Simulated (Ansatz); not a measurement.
The parent structure is CdSe in the zinc blende structure (space group F-43m, No. 216).

```xyz
2
Lattice="0.0000 3.0408 3.0408 3.0408 0.0000 3.0408 3.0408 3.0408 0.0000" Properties=species:S:1:pos:R:3 pbc="T T T"
Cd     0.0000     0.0000     0.0000
Se     1.5204     1.5204     1.5204
```

Cartesian axes are those of the cell as printed.

All numbers come from Ansatz (a program for electronic structure), PBEsol, PAW, cutoff 420 eV, without spin-orbit coupling.

It is then changed as follows: the cell is scaled by 1.0250 in all directions, atoms relaxed at fixed cell.

Task: Predict the stress tensor and what it implies for the stiffness.

Result: Stress of the strained cell less that of the base (GPa, compression positive):
```
  -3.24    0.00    0.00
   0.00   -3.24    0.00
   0.00    0.00   -3.24
```

Then B = −ΔP/(ΔV/V₀) with ΔV/V₀ = 0.0769 gives secant stiffness values (nonlinear terms included at this strain): B ≈ 42 GPa.

As a check, the harmonic strain energy −½ V₀ Δσ:ε is 21 meV/atom; the computed energy rise is 23 meV/atom.

Whether these cells are dynamically stable was not tested.
